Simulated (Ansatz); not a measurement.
Results of PBEsol+SOC (PAW; Ansatz, a quantum-chemistry and plane-wave program) for BaTiNOF (model structure, Pmmm, No. 47, 5 atoms in the cell).

Run with plane-wave cutoff 520 eV, 8×8×8 k mesh, Fermi–Dirac smearing 0.01 eV, PAW data made under PBE.

Cell (relaxed with PBEsol):

```
BaTiFNO
1.0
    3.97599     0.00000     0.00000
    0.00000     4.11264     0.00000
    0.00000     0.00000     4.02329
Ba Ti N F O
1 1 1 1 1
Direct
  0.50000   0.50000   0.50000
  0.00000   0.00000   0.00000
  0.50000   0.00000   0.00000
  0.00000   0.50000   0.00000
  0.00000   0.00000   0.50000
```

Predict the band gap.


band gap: 0.10 eV (direct)

Note: the relaxation could raise the start's symmetry but not lower it, so the cell can be a saddle point.

Computed values are for the static lattice.

It cost around 3 core-minutes (rough) of CPU time.

A model structure was made by putting elements into a prototype or built by hand; it is no filed structure, need not be a known phase, and can be a saddle point held by its symmetry.
